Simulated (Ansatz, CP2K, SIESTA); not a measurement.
## SrSi3Ni (P1, 5 atoms in the cell) computed with different codes at matched settings

Self-consistent single point, at a second geometry (atoms moved at random). First geometry:

```
SrSi3Ni
1.0
   -2.04924     2.04924     4.80423
    2.04924    -2.04924     4.80423
    2.04924     2.04924    -4.80423
Sr Si Ni
1 3 1
Direct
  0.59890   0.59890   0.00000
  0.00209   0.00209   0.00000
  0.34996   0.84996   0.50000
  0.84996   0.34996   0.50000
  0.24478   0.24478   0.00000
```

Second geometry:
```xyz
5
Lattice="-2.0492 2.0492 4.8042 2.0492 -2.0492 4.8042 2.0492 2.0492 -4.8042" Properties=species:S:1:pos:R:3 pbc="T T T"
Sr     0.0241     0.0091     5.7819
Si     0.0476     0.0219    -0.0166
Si     2.0587     0.0038     3.3571
Si    -0.0575     2.0583     3.3518
Ni    -0.0236    -0.0439     2.3774
```

Shared settings, as Ansatz (a first-principles code) writes them: kpoints.mp_grid.grid = 10 10 10; scf.occupations.method = gaussian; scf.occupations.width = 0.0037 Ry. Potentials and cutoffs stand in the table.

| code | model | ΔF from the first geometry (meV/atom) | pressure (GPa) | largest force (eV/Å) | cutoff |
|---|---|---|---|---|---|
| Ansatz | LDA (PW92), PAW files made with PBE | 15.4 | 1.53 | 0.900 | default |
| CP2K | LDA (Pade form), GPW, DZVP-MOLOPT-SR-GTH basis, GTH-PADE potentials (GTH_POTENTIALS) | 14.8 | 1.54 | 0.860 | grid 600 Ry |
| SIESTA | LDA PW92, numerical atomic orbitals DZP, PseudoDojo LDA standard norm-conserving potentials (rewritten from UPF to PSML) | 13.5 | 8.29 | 0.987 | grid 400 Ry |

Size of the force on each atom (eV/Å): Sizes of forces hide their directions.

```json
[
 {"code": "Ansatz", "Sr1": "0.282", "Si2": "0.900", "Si3": "0.290", "Si4": "0.588", "Ni5": "0.877"},
 {"code": "CP2K", "Sr1": "0.279", "Si2": "0.860", "Si3": "0.288", "Si4": "0.567", "Ni5": "0.850"},
 {"code": "SIESTA", "Sr1": "0.156", "Si2": "0.730", "Si3": "0.323", "Si4": "0.661", "Ni5": "0.987"}
]
```

On Ansatz's run: spin polarisation is off.

The spread over the programs that give each value: ΔF from the first geometry within 1.9 meV/atom; pressure within 6.76 GPa; largest force within 0.127 eV/Å.

CP2K and SIESTA use small atom-centred bases, whose incompleteness enters pressures, forces and empty levels differently from a plane-wave cutoff. Ansatz's pressure is given at a fixed set of plane waves, as the other plane-wave codes print theirs.

The starting cell comes from a database of computed structures (which also holds hypothetical and non-ambient phases and stackings), without a prior relaxation at this level. Its lattice was rescaled by a random factor within 2.5 % of one. For this run, on top of that: atoms moved at random.

Keys are those of Ansatz 0.2.
